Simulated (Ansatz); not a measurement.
Hypothetical P6_3/mmc GeS2: S → Cl

Consider GeS$_{2}$ in the 2H-MoS2 type structure (space group P6_3/mmc, No. 194; a = 3.3822 Å, c = 10.3908 Å; a hypothetical phase, not in the database extracts checked; layered, stacked along the Cartesian z axis).

Modification: every S is replaced by Cl; the structure is relaxed again.

The values are results of PBEsol-D3(BJ) (Ansatz, a first-principles code; PAW; 420 eV plane waves; without spin-orbit coupling), earlier PAW set, not measurements. Settings: 10×10×3 k-points, 0.05 eV Fermi–Dirac smearing, for the changed cell.

The volume per atom rises by 6.68 Å³ to 23.84 Å³ and the density drops by 1.08 g/cm³, from 4.41 g/cm³ to 3.33 g/cm³. The lattice parameter a increases by 0.2814 Å (3.382 Å → 3.664 Å) and the c/a ratio goes up by 0.286 to 3.358. The space group stays P6_3/mmc (No. 194) and the shortest interatomic distance grows by 0.1955 Å, from 2.478 Å to 2.673 Å. The band gap becomes 2.24 eV (base: zero) and the gap character goes from absent to indirect, K–Γ (47 % along) → K. The electron mass is 0.79 mₑ (at K).

Final structure:

```xyz
6
Lattice="3.6636 0.0000 0.0000 -1.8318 3.1728 0.0000 0.0000 0.0000 12.3032" Properties=species:S:1:pos:R:3 pbc="T T T"
Ge     0.0000     2.1152     3.0758
Ge     1.8318     1.0576     9.2274
Cl     0.0000     2.1152     7.5927
Cl     1.8318     1.0576     1.4411
Cl     1.8318     1.0576     4.7104
Cl     0.0000     2.1152    10.8620
```

Masses are band curvatures over ±0.01 Å⁻¹ around the edge. Stability against distortions was not tested. As relaxed here, GeCl2 is a hypothetical phase, not in the database extracts checked. The final runs are not spin-polarised.
